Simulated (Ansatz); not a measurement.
The parent structure is PbSe in the rock salt structure (space group Fm-3m, No. 225).

```xyz
2
Lattice="0.0000 3.0890 3.0890 3.0890 0.0000 3.0890 3.0890 3.0890 0.0000" Properties=species:S:1:pos:R:3 pbc="T T T"
Pb     0.0000     0.0000     0.0000
Se     3.0890     3.0890     3.0890
```

Cartesian axes are those of the cell as printed.

Method: r2SCAN (Ansatz, a first-principles code), no spin-orbit coupling.

One thing is altered: tensor shear ε_xy = +1.71 % (engineering shear γ = 0.0342), atoms relaxed at fixed cell.

Task: Predict the stress tensor and what it implies for the stiffness.

Result: Stress of the strained cell less that of the base (GPa, compression positive):
```
   0.01   -0.63    0.00
  -0.63    0.01    0.00
   0.00    0.00   -0.02
```

Then −Δσ/γ with γ = 2ε = 0.0342 gives secant stiffness values (nonlinear terms included at this strain): C66 ≈ 18 GPa.

Stability against distortions was not tested.
